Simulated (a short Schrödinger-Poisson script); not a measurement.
Structure: MOS inversion layer, Si3N4 on p-type Si(100), at 300 K.

From the gate side: 5 nm Si3N4; 1600 nm Si, acceptors 6.9e16 cm⁻³.

Constants are typed, rounded textbook-type inputs, not results; the design itself was drawn at random and stands for no fabricated device. Si3N4: permittivity 7.5, conduction-band edge (eV) 1.95, gap (eV) 5.1, electron mass (mₑ) 0.5. Si: permittivity 11.7, conduction-band edge (eV) 0, gap (eV) 1.124, Nv at 300 K (cm⁻³) 3.1e19.

Channel valleys (confinement mass, in-plane density-of-states mass, number): Δ2 0.916, 0.19, 2; Δ4 0.19, 0.417, 4. At the gate the conduction-band edge of layer 1 lies 2.46 eV − eVg above the Fermi level of the channel; the field vanishes at the back. Gaps are held at their typed values at every temperature. Mesh 0.03 nm at interfaces.

From a short Schrödinger-Poisson script (our own, NumPy): 1D Poisson equation in equilibrium, electrons quantum, Hartree (BenDaniel-Duke, 12 states a valley, the channel's in-plane mass for all, wave functions ending at the dielectric), parabolic valleys, classical holes, full ionisation, no traps, pinning or gate leakage.

```csv
Vg (V),electrons (cm⁻²),C (μF/cm²),Δ2 E0 (meV from the Fermi level),Δ4 E0 (meV from the Fermi level)
0.5,2.32e10,0.186,161.9,192.8
0.6,2.40e11,0.618,99.0,132.9
0.7,6.98e11,0.849,67.9,106.6
0.8,1.26e12,0.947,49.3,92.7
0.9,1.86e12,1.00,35.9,84.0
1,2.50e12,1.04,25.4,77.7
1.1,3.15e12,1.06,16.6,72.9
1.2,3.82e12,1.08,9.0,69.1
1.3,4.50e12,1.09,2.2,65.9
1.4,5.18e12,1.10,-4.0,63.2
1.5,5.87e12,1.11,-9.7,60.8
1.6,6.57e12,1.12,-15.0,58.6
1.7,7.27e12,1.13,-20.1,56.6
1.8,7.98e12,1.13,-24.9,54.8
1.9,8.69e12,1.14,-29.5,53.1
2,9.40e12,1.14,-34.0,51.5
2.1,1.01e13,1.15,-38.3,50.0
```

Gate voltages with under 1e9 electrons/cm² are left out.

At Vg = 2.1 V the lowest Δ2 subband lies at -38.3 meV from the Fermi level. How many electrons does it hold, and what share of all?

The two-dimensional density of states is g m/(πħ²) = 1.59e11 cm⁻² meV⁻¹ (both spins), kT = 25.9 meV, so n = D kT ln(1 + exp(−E/kT)) = 6.92e12 cm⁻², 0.68 of the 1.01e13 cm⁻² in all.

Compare the slope of the sheet density between 1.9 and 2.1 V with the geometric capacitance of the layers between gate and channel.

q Δn/ΔV = 1.13 μF/cm²; ε0/Σ(t/ε) = 1.33 μF/cm². The ratio is 0.85: the channel acts as a further capacitance in series.
